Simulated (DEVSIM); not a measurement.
Device: Schottky contact on n-type β-Ga2O3, at 300 K.

```tsv
layer (left to right)	material	thickness (μm)	Nd (cm⁻³)	τn (s)	τp (s)
1	β-Ga2O3	4.20	1.5e17	2.9e-8	8.7e-9
2	β-Ga2O3	0.800	1.5e18	2.9e-8	2.9e-8
```

Left contact: Schottky, work function 5.25 eV, emission velocity 2.5e6 cm/s. Right contact: ohmic. Voltage is applied to the left contact. Recombination: SRH at mid-gap. Mobility is μmin + (μ − μmin)/(1 + (N/Nref)^α).

The device is made up for the run: typed textbook-type constants, with dimensions and the other settings drawn at random. Values at 300 K.

| parameter | β-Ga2O3 |
|---|---|
| gap (eV) | 4.8 |
| affinity (eV) | 4 |
| permittivity | 10 |
| Nc (cm⁻³) | 3.7e18 |
| Nv (cm⁻³) | 5e20 |
| μn (cm²/Vs) | 160 |
| μp (cm²/Vs) | 1 |
| μn,min | 20 |
| μp,min | 0.1 |
| Nref,n | 1e18 |
| Nref,p | 1e18 |
| αn | 0.8 |
| αp | 0.8 |

DEVSIM, 1D drift-diffusion, Boltzmann statistics, complete ionisation; no tunnelling, impact ionisation, image-force lowering or self-heating. Metal contacts follow the ideal Schottky-Mott rule: no Fermi-level pinning, no interface dipoles.

Q: Tabulate band edges, carrier densities and field at zero bias.

A: Energies count from the Fermi level of the right contact; mesh points crowd at the junctions.

| x (μm) | Ec (eV) | Ev (eV) | n (cm⁻³) | p (cm⁻³) | field (V/cm) |
|---|---|---|---|---|---|
| 0.000 | 1.250 | -3.550 | < 1e2 | < 1e2 | -250000 |
| 0.02203 | 0.767 | -4.032 | 470000 | < 1e2 | -190000 |
| 0.06404 | 0.212 | -4.588 | 1.0e15 | < 1e2 | -75000 |
| 0.1442 | 0.083 | -4.717 | 1.5e17 | < 1e2 | -90 |
| 0.3849 | 0.083 | -4.717 | 1.5e17 | < 1e2 | ≈ 0 |
| 0.7561 | 0.083 | -4.717 | 1.5e17 | < 1e2 | ≈ 0 |
| 1.464 | 0.083 | -4.717 | 1.5e17 | < 1e2 | ≈ 0 |
| 2.915 | 0.083 | -4.717 | 1.5e17 | < 1e2 | ≈ 0 |
| 3.538 | 0.083 | -4.717 | 1.5e17 | < 1e2 | ≈ 0 |
| 3.879 | 0.083 | -4.717 | 1.5e17 | < 1e2 | ≈ 0 |
| 4.043 | 0.083 | -4.717 | 1.5e17 | < 1e2 | ≈ 0 |
| 4.147 | 0.083 | -4.717 | 1.5e17 | < 1e2 | -140 |
| 4.184 | 0.077 | -4.723 | 1.9e17 | < 1e2 | -6700 |
| 4.203 | 0.030 | -4.770 | 1.2e18 | < 1e2 | -21000 |
| 4.241 | 0.023 | -4.777 | 1.5e18 | < 1e2 | ≈ 0 |
| 4.298 | 0.023 | -4.777 | 1.5e18 | < 1e2 | ≈ 0 |
| 4.402 | 0.023 | -4.777 | 1.5e18 | < 1e2 | ≈ 0 |
| 4.594 | 0.023 | -4.777 | 1.5e18 | < 1e2 | ≈ 0 |
| 4.828 | 0.023 | -4.777 | 1.5e18 | < 1e2 | ≈ 0 |
| 4.918 | 0.023 | -4.777 | 1.5e18 | < 1e2 | ≈ 0 |
| 4.970 | 0.023 | -4.777 | 1.5e18 | < 1e2 | ≈ 0 |
| 5.000 | 0.023 | -4.777 | 1.5e18 | < 1e2 | ≈ 0 |
